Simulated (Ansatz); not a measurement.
## The (100) surface of zinc-blende GaSb in its 1x1 cell (cut with top plane Ga, bottom plane Ga), relaxed from an ideal cut (the real face may reconstruct), outermost plane spacing 1.55 Å in the ideal cut (one of several cuts of this face), with 1 Ga a cell over the bulk's ratio

Level of theory: PBE (plane waves to 420 eV, PAW; Ansatz, a first-principles code).

Model: 9-atom slab, Ga5Sb4, 12.4 Å thick at the start, 6x6x1 mesh, Fermi-Dirac 0.025 eV, dipole correction, all atoms relaxed; held to the start's symmetry, so lower structures may exist; spin-polarised from one start with parallel moments (other orders not tried), ending with about 0.2 μB a cell, a value that depends on the mesh; orders that need a larger cell were not tried, no spin-orbit, no U. The slab shows no gap on its mesh.

```
Quantity                                                Value
-----------------------------  ------------------------------
work function of the top face                         4.41 eV
energy released by relaxation                         0.11 eV
cost                           around 15 core-minutes (rough)
```
